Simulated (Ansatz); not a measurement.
Consider ZrSi2 (space group Cmcm, No. 63; a = 3.7046 Å, b = 14.7953 Å, c = 3.6790 Å). Axes: x, y, z lie along a, b, c of the conventional cell.

Calculations: PBE, PAW, 420 eV (Ansatz, an electronic-structure program; no SOC), earlier PAW set.

Before the change:

| Property | Value |
|---|---|
| Pressure | 0.0 GPa |
| Shortest interatomic distance | 2.420 Å |
| Band gap | zero |

It is then changed as follows: uniaxial strain ε_zz = −2.15 %, all other strain components held at zero, atoms relaxed at fixed cell.

Q: What does the calculation give for the energy relative to the base, pressure, shortest interatomic distance and band gap after the change?

A: The energy rises by 7.0 meV/atom; the pressure (mean of the normal stresses, compression positive) goes from zero to 3.3 GPa; the shortest interatomic distance falls by 0.024 Å to 2.396 Å; the band gap stays zero.

Without a gap, meshes like the base's 13×13×13 leave anisotropic stresses uncertain by several tenths of a GPa, and small strain energies with them. Whether these cells are dynamically stable was not tested. All final runs are without spin polarisation.
